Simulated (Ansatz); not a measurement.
Consider AlP in the zinc blende structure (space group F-43m, No. 216).

```cif
data_Al4P4
_chemical_formula_sum 'P4 Al4'
_space_group_name_H-M_alt 'F-43m'
_space_group_IT_number 216
_space_group_name_Hall 'F -4 2 3'
_cell_length_a 5.50776
_cell_length_b 5.50776
_cell_length_c 5.50776
_cell_angle_alpha 90.000
_cell_angle_beta 90.000
_cell_angle_gamma 90.000
loop_
_atom_site_label
_atom_site_type_symbol
_atom_site_symmetry_multiplicity
_atom_site_Wyckoff_symbol
_atom_site_fract_x
_atom_site_fract_y
_atom_site_fract_z
_atom_site_occupancy
P1 P 4 d 0.75000 0.75000 0.75000 1
Al1 Al 4 a 0.00000 0.00000 0.00000 1
```
(The calculation used a cell of 2 atoms; values per cell refer to that cell.)

Method: plane-wave PAW DFT at the PBE level (Ansatz, a first-principles code, 420 eV), without spin-orbit coupling.

Carriers are added at fixed cell with a uniform background; the Fermi–Dirac width is that of 300 K.

One change was made to it. Results:

The Fermi level relative to the doped band's edge (positive inside the band; to 0.05 eV) amounts to +0.20 eV; the gap character stays indirect, Γ → X.

Task: Which of these changes matches the shifts?
A. electrons 5.0×10^21 cm⁻³
B. electrons 2.0×10^21 cm⁻³
C. electrons 1.5×10^21 cm⁻³
D. holes 1.5×10^21 cm⁻³

Result: D, holes 1.5×10^21 cm⁻³. For comparison, the Fermi level from band edge in the other runs: electrons 5.0×10^21 cm⁻³ gives +0.95 eV; electrons 2.0×10^21 cm⁻³ gives +0.55 eV; electrons 1.5×10^21 cm⁻³ gives +0.50 eV.

Carriers are added with a uniform compensating background; total energy and stress of such cells depend on the potential's zero and are not compared; many-body gap narrowing is missing at this level. Whether these cells are dynamically stable was not tested.
